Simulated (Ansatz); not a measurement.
CaZnF₄ (I4₁/a, No. 88, 12 atoms in the cell; start COD 1529060) was calculated with B3LYP (VWN-RPA form) in Ansatz (PAW).

Settings: plane-wave cutoff 460 eV, 6×6×6 k mesh, Fermi–Dirac smearing 0.01 eV, scalar-relativistic PAW data made under PBE.

Cell (measured lattice):

```cif
data_Ca2F8Zn2
_chemical_formula_sum 'Zn2 Ca2 F8'
_space_group_name_H-M_alt 'P 1'
_space_group_IT_number 1
_cell_length_a 6.66957
_cell_length_b 6.66957
_cell_length_c 6.66957
_cell_angle_alpha 132.962
_cell_angle_beta 132.962
_cell_angle_gamma 68.713
loop_
_space_group_symop_operation_xyz
  'x, y, z'
loop_
_atom_site_label
_atom_site_type_symbol
_atom_site_fract_x
_atom_site_fract_y
_atom_site_fract_z
_atom_site_occupancy
Zn1 Zn 0.75000 0.25000 0.50000 1
Zn2 Zn 0.00000 0.00000 0.00000 1
Ca1 Ca 0.25000 0.75000 0.50000 1
Ca2 Ca 0.50000 0.50000 0.00000 1
F1 F 0.17300 0.74800 0.10500 1
F2 F 0.81800 0.42300 0.92500 1
F3 F 0.64300 0.06800 0.89500 1
F4 F 0.49800 0.89300 0.07500 1
F5 F 0.57700 0.50200 0.39500 1
F6 F 0.93200 0.82700 0.57500 1
F7 F 0.10700 0.18200 0.60500 1
F8 F 0.25200 0.35700 0.42500 1
```

Question: Estimate the band gap that the calculation returns.

Answer: 
* **band gap**: 7.87 eV (direct)

Note: the file's cell can be that of a phase stable at another temperature; cell and atoms aren't relaxed at this level (largest force component 0.17 eV/Å, pressure 1.7 GPa).

Static lattice: no zero-point or thermal effects.

Ansatz is an electronic-structure program.
